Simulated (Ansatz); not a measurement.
The starting structures come from a database of crystals and need not be the phases stable at ambient conditions.

The decay constant κ of evanescent states in the gap governs leakage through a thin film.

Input:

```yaml
crystal:
  lattice:
    - [7.03268, 0.00000, 0.00000]
    - [0.83294, 9.61070, 0.00000]
    - [-3.09987, 4.80535, 3.30155]
  atoms:
    - { symbol: In, position: [0.29054, 0.14527, 0.00000] }
    - { symbol: In, position: [0.70946, 0.85473, 0.00000] }
    - { symbol: In, position: [0.70946, 0.35473, 0.00000] }
    - { symbol: In, position: [0.29054, 0.64527, 0.00000] }
    - { symbol: S, position: [0.79914, 0.95085, 0.59829] }
    - { symbol: S, position: [0.20086, 0.04915, 0.40171] }
    - { symbol: S, position: [0.20085, 0.54915, 0.70085] }
    - { symbol: S, position: [0.79915, 0.45085, 0.29914] }
    - { symbol: S, position: [0.50000, 0.25000, 0.70085] }
    - { symbol: S, position: [0.50000, 0.75000, 0.29914] }
```

Space group of this cell: R-3c, corundum. The cell is taken as given; by PBEsol its mean pressure is -1.2 GPa.

Transport runs along the normal of the first two printed cell vectors, the (110) plane of the conventional cell.

The gap is the functional's own. No spin-orbit coupling. Mid-gap values are interpolated on the energy grid.

Question: Compute, with PBEsol (Ansatz, a program for electronic structure), the band gap and the smallest decay constant κ at mid-gap.

Answer: Gap 0.35 eV on a 10×10×10 mesh; κ = 0.049 1/Å, at the zone centre.
